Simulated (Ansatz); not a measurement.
We consider SiTe2 (model structure, started from the rutile type, P4₂/mnm, No. 136, 6 atoms in the cell), described by PBE (plane waves, PAW; Ansatz, a first-principles code).

Run with plane-wave cutoff 520 eV, scalar-relativistic PAW data made under PBE.

Cell (relaxed at this level):

```xyz
6
Lattice="6.5053 0.0000 0.0000 0.0000 6.5053 0.0000 0.0000 0.0000 4.0429" Properties=species:S:1:pos:R:3 pbc="T T T"
Si     0.0000     0.0000     0.0000
Si     3.2527     3.2527     2.0214
Te     1.9572     1.9572     0.0000
Te     5.2098     1.2955     2.0214
Te     1.2955     5.2098     2.0214
Te     4.5482     4.5482     0.0000
```

**Question.** Estimate the bulk modulus that the calculation returns.

**Answer.** 
bulk modulus: 47.3 GPa

Note: the bulk modulus is −V dP/dV from two relaxed cells at ±2 % in volume; the relaxation could raise the start's symmetry but not lower it, so the cell can be a saddle point.

Spin–orbit coupling is not included.

Computed values are for the static lattice.

A model structure was made by putting elements into a prototype or built by hand; it is no filed structure, need not be a known phase, and can be a saddle point held by its symmetry.
